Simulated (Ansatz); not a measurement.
Take HfN in the rock salt structure (space group Fm-3m, No. 225; a = 4.526 Å; relaxed with 0.1 eV smearing) as the base. Axes: x, y, z lie along the cube axes.

Method: r2SCAN in Ansatz (plane waves to 500 eV, PAW, no spin-orbit coupling), earlier PAW set.

Modification: tensor shear ε_xz = −1.37 % (engineering shear γ = -0.0274); the atoms relax in the strained cell.

Predict the stress tensor and what it implies for the stiffness.

Stress of the strained cell less that of the base (GPa, compression positive):
```
    0.1     0.0     3.5
    0.0     0.0     0.0
    3.5     0.0     0.1
```

Then −Δσ/γ with γ = 2ε = -0.0274 gives secant stiffness values (nonlinear terms included at this strain): C55 ≈ 129 GPa.

No phonon test of stability was made. All final runs are without spin polarisation.

Ansatz is a quantum-chemistry and plane-wave program.
